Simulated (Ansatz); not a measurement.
The (21-30) face of wurtzite GaN can be cut between different planes. Symmetric, stoichiometric slabs relaxed in the 1x1 cell (44.6 Å²): top plane Ga + N, 0.35 Å over the next in the ideal cut; top plane Ga + N, 0.70 Å over the next in the ideal cut.

All values below come from PBE (plane waves to 420 eV, PAW; Ansatz, a program for electronic structure).

Problem. Put the candidates in order of surface energy, lowest first, for PBE.

Solution. the cut with an outer spacing of 0.35 Å (1.64 J/m²), the cut with an outer spacing of 0.70 Å (2.52 J/m²; 2 Ga–Ga bonds formed)
